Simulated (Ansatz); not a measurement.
Si on the Ca site + O vacancy (Si_Ca+V_O) in rock-salt CaO (start: the Ca site; O 2.42 Å away; 64-site cell, 2×2×2 shifted sampling). Method: PBE, PAW (plane waves to 420 eV; Ansatz, an electronic-structure program). Total energies of the localised charge states, counted from that of charge +2, and their image corrections (point charge with alignment); the host's valence-band maximum lies at 7.525 eV on the cells' energy zero and its gap is 3.66 eV.

```
charge         moment (μB)  E − E(first) (eV)  correction (eV)
------  ------------------  -----------------  ---------------
+2      not spin-polarised              0.000            0.207
+1                     1.0             10.396           -0.040
0       not spin-polarised             20.810            0.000
```

Derive the transition levels above the valence-band maximum and say which of them are thermodynamic.

A level is the Fermi energy at which two charges have equal formation energy: ε(q/q′) = [E(q′) + corr(q′) − E(q) − corr(q)] / (q − q′) − E_VBM.
ε(+2/+1) = [(10.396 + -0.040) − (0.000 + 0.207)] / 1 − 7.525 = 2.62 eV
ε(+1/0) = [(20.810 + 0.000) − (10.396 + -0.040)] / 1 − 7.525 = 2.93 eV
Thermodynamic levels at least 0.1 eV inside the gap: (+2/+1) at 2.62 eV; (+1/0) at 2.93 eV. They hold to tenths of an eV in this cell. Charges with a result: +2, +1, 0, −1. Others weren't obtained, and one of them could lie lower, also by skipping a charge. At charge −1 the carrier sat in host band states, shallow at most. The geometries come from one start. Flagged in the runs: a strain field that reaches the edge of the cell.
